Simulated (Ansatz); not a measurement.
Band structure of MgGeAs₂ (I-42d, 8 atoms in the cell).

```xyz
8
Lattice="-2.9795 2.9795 5.5532 2.9795 -2.9795 5.5532 2.9795 2.9795 -5.5532" Properties=species:S:1:pos:R:3 pbc="T T T"
Mg     0.0000     2.9795     2.7766
Mg     0.0000     0.0000     0.0000
Ge     0.0000     0.0000     5.5532
Ge     2.9795     0.0000     2.7766
As    -1.3414     1.4897     6.9415
As     1.4898     1.3414     4.1649
As     4.3209     1.4897     1.3883
As     1.4897     1.6381    -1.3883
```

Computed with LDA (PW92), default PAW files made with PBE (plane waves; Ansatz, a program for electronic structure).

Settings: basis.ecutwfc = 420 eV; kpoints.mp_grid.grid = 3 3 3; hamiltonian.xc = lda; hamiltonian.pseudopotentials = {kind: paw} (the program's default PAW files); scf.occupations.method = fermi_dirac; scf.occupations.width = 0.05 eV; kpoints.band_path.npoints = 8.

The starting cell comes from a database of computed structures (which also holds hypothetical and non-ambient phases and stackings), without a prior relaxation at this level.

Predict the gap along the standard path and the places of the band edges.

The gap along the path is 0.56 eV, direct at Γ to within 0.01 eV.

Levels in eV from the top of the valence band on the path, bands 51 to 58:
```
point     51     52     53     54    55    56    57    58
-----  -----  -----  -----  -----  ----  ----  ----  ----
Γ      -1.93  -0.21  -0.21   0.00  0.56  1.22  1.75  3.23
X      -0.99  -0.99  -0.54  -0.54  1.00  1.00  2.92  2.92
Y      -1.11  -1.11  -0.75  -0.75  1.38  1.38  3.17  3.17
S      -1.81  -1.46  -0.97  -0.46  1.37  2.18  2.19  3.06
Z      -1.85  -1.85  -0.86  -0.86  1.16  1.16  1.58  1.58
S1     -1.81  -1.46  -0.97  -0.46  1.37  2.18  2.19  3.06
N      -1.71  -1.24  -1.07  -0.67  1.99  2.15  2.91  3.50
P      -0.92  -0.92  -0.88  -0.88  1.47  1.47  2.66  2.66
Y1     -1.11  -1.11  -0.75  -0.75  1.38  1.38  3.17  3.17
```

Keys are those of Ansatz 0.2.
